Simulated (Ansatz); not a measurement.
The starting structures come from a database of crystals and need not be the phases stable at ambient conditions.

By PBEsol, the system below comes out a metal.

The ballistic (Sharvin) conductance counts the channels at the Fermi level: G/A = (e²/h) × channels of both spins per area.

Input:

```yaml
crystal:
  lattice:
    - [4.05457, 0.00000, 0.00000]
    - [0.00000, 5.19593, 0.00000]
    - [2.02729, -1.58326, 5.89620]
  atoms:
    - { symbol: Ni, position: [0.00000, 0.00000, 0.00000] }
    - { symbol: Ni, position: [0.21584, 0.66356, 0.56832] }
    - { symbol: Ni, position: [0.78416, 0.33644, 0.43168] }
    - { symbol: Sn, position: [0.42735, 0.31357, 0.14530] }
    - { symbol: Sn, position: [0.57265, 0.68643, 0.85470] }
    - { symbol: Sn, position: [0.17212, 0.18744, 0.65576] }
    - { symbol: Sn, position: [0.82788, 0.81256, 0.34424] }
```

Space group of this cell: C2/m. The cell is taken as given; by PBEsol its mean pressure is -1.7 GPa.

The current flows along the normal of the first two printed cell vectors. No spin-orbit coupling; the value is a mean over 0.1 eV about the Fermi level.

Q: State the ballistic conductance per area according to PBEsol (Ansatz, a program for electronic structure).

A: 0.43 × 10¹⁵ S/m² for both spins.
